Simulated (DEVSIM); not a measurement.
Device: illuminated Si n-on-p cell, one wavelength, with a back-surface field, at 350 K.

```csv
layer (left to right),material,thickness (μm),Nd (cm⁻³),Na (cm⁻³),τn (s),τp (s),absorption coefficient (cm⁻¹)
1,Si,0.330,1.7e19,-,1.8e-8,1.4e-8,50000
2,Si,230,-,3.7e15,1.4e-7,1.4e-7,50000
3,Si,0.120,-,1.7e18,1.4e-7,1.4e-7,50000
```

Left contact: ohmic, minority hole recombination velocity 20 cm/s. Right contact: ohmic, minority electron recombination velocity 1e5 cm/s. Voltage is applied to the left contact. Recombination: SRH at mid-gap, radiative, Auger. Gap narrowing is on: ΔEg = 6.92 meV × (l + √(l² + 0.5)), l = ln(N/1.3e17 cm⁻³), shared equally by both band edges. Light enters at the left, 4.6e17 photons cm⁻² s⁻¹, one pass, no reflection. Mobility is constant in doping.

This is a model device: material constants are rounded textbook-type values typed into the input, and sizes, dopings and lifetimes were drawn at random. Values at 300 K; Nc and Nv go as T^1.5, mobilities as T to minus their exponent, the gap by Varshni's rule with the affinity fixed.

```
parameter               Si
----------------  --------
gap (eV)             1.124
affinity (eV)         4.05
permittivity          11.7
Nc (cm⁻³)          2.86e19
Nv (cm⁻³)           3.1e19
μn (cm²/Vs)           1417
μp (cm²/Vs)            470
T exponent of μn       2.3
T exponent of μp       2.2
B (cm³/s)          4.7e-15
Cn (cm⁶/s)         2.8e-31
Cp (cm⁶/s)         9.9e-32
Varshni α (eV/K)  0.000473
Varshni β (K)          636
```

Simulated with DEVSIM: 1D drift-diffusion, Boltzmann statistics, complete ionisation; no tunnelling, impact ionisation, image-force lowering or self-heating.

The thickness of layer 2 was swept, all else fixed.

```json
[
 {"thickness of layer 2 (μm)": "46", "largest power (mW/cm²)": "22.2", "fill factor": "0.74", "dark forward voltage at 1 A/cm² (V)": "0.505"},
 {"thickness of layer 2 (μm)": "80", "largest power (mW/cm²)": "22.1", "fill factor": "0.74", "dark forward voltage at 1 A/cm² (V)": "0.520"},
 {"thickness of layer 2 (μm)": "140", "largest power (mW/cm²)": "21.9", "fill factor": "0.73", "dark forward voltage at 1 A/cm² (V)": "0.548"},
 {"thickness of layer 2 (μm)": "230", "largest power (mW/cm²)": "21.7", "fill factor": "0.73", "dark forward voltage at 1 A/cm² (V)": "0.594"},
 {"thickness of layer 2 (μm)": "390", "largest power (mW/cm²)": "21.4", "fill factor": "0.72", "dark forward voltage at 1 A/cm² (V)": "0.675"},
 {"thickness of layer 2 (μm)": "690", "largest power (mW/cm²)": "20.7", "fill factor": "0.69", "dark forward voltage at 1 A/cm² (V)": "0.826"},
 {"thickness of layer 2 (μm)": "1200", "largest power (mW/cm²)": "19.6", "fill factor": "0.66", "dark forward voltage at 1 A/cm² (V)": "1.082"}
]
```

From the first row to the last the largest power goes from 22.2 to 19.6. From the first row to the last the fill factor goes from 0.74 to 0.66.
